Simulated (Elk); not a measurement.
Band structure of Sn (I4_1/amd, 2 atoms in the cell).

```yaml
crystal:
  lattice:
    - [-2.99512, 2.99512, 1.62921]
    - [2.99512, -2.99512, 1.62921]
    - [2.99512, 2.99512, -1.62921]
  atoms:
    - { symbol: Sn, position: [0.75000, 0.25000, 0.50000] }
    - { symbol: Sn, position: [0.00000, 0.00000, 0.00000] }
```

Level of theory: Elk 10.2.4 with PBE, all-electron FP-LAPW, Elk's shipped species files, APW+lo basis with extra local orbitals.

Settings: xctype = 20; rgkmax = 8; stype = 0; swidth = 0.00183747 Ha; ngridk = 8 8 8; gmaxvr = 14 1/bohr; nxlo = 2; lorbcnd = true; lmaxi = 2; maxscl = 100.

The starting cell comes from a database of computed structures (which also holds hypothetical and non-ambient phases and stackings), without a prior relaxation at this level. Its lattice was rescaled by a random factor within 2.5 % of one. Values depend on the basis (sphere radii, cutoffs, local orbitals), which need not be converged.

Levels in eV from the Fermi level, bands 17 to 24:
```tsv
point	17	18	19	20	21	22	23	24
Γ	-10.58	-3.83	-1.77	-1.77	3.13	5.85	5.85	6.39
X	-8.49	-8.49	0.61	0.61	1.46	1.46	5.74	5.74
M	-7.35	-7.35	-4.37	-4.37	4.84	4.84	8.67	8.67
Z	-6.40	-5.47	-2.74	-2.61	-2.61	2.71	5.36	5.36
P	-5.86	-5.86	-3.19	-3.19	3.38	3.38	3.65	3.65
N	-6.75	-5.16	-2.32	-1.52	-0.99	2.35	2.69	4.36
Z1	-6.40	-5.47	-2.74	-2.61	-2.61	2.71	5.36	5.36
```

Bands cross the Fermi level along this path, so the cell is metallic at this level.
